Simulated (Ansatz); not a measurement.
Base system: CsPbBr3 in the cubic perovskite structure (space group Pm-3m, No. 221; a = 6.003 Å).

It is then changed as follows: an isotropic linear strain of −2.40 %, atoms relaxed at fixed cell.

All numbers come from PBE in Ansatz (plane waves to 420 eV, PAW, no spin-orbit coupling).

Base, band edges from the VBM (valence, conduction): M -0.60, 2.27; R 0.00, 1.78; X -1.22, 2.69; Γ -1.65, 3.29 eV.

Problem. Give the band edges at the high-symmetry points of the new zone, measured from its valence-band maximum.

Solution. 
```csv
point,valence edge (eV),conduction edge (eV)
Γ,-2.12,2.95
X,-1.47,2.56
M,-0.72,2.06
R,0.00,1.50
```

The gap is 1.50 eV, direct at R.

Spin-orbit coupling, missing from the scalar runs, can matter with Pb. Whether these cells are dynamically stable was not tested. Many cubic perovskites are stable only at high temperature; tilts and polar distortions were not tested. This is not the structure that CsPbBr3 has at room temperature and ambient pressure.

Ansatz is a program for electronic structure.
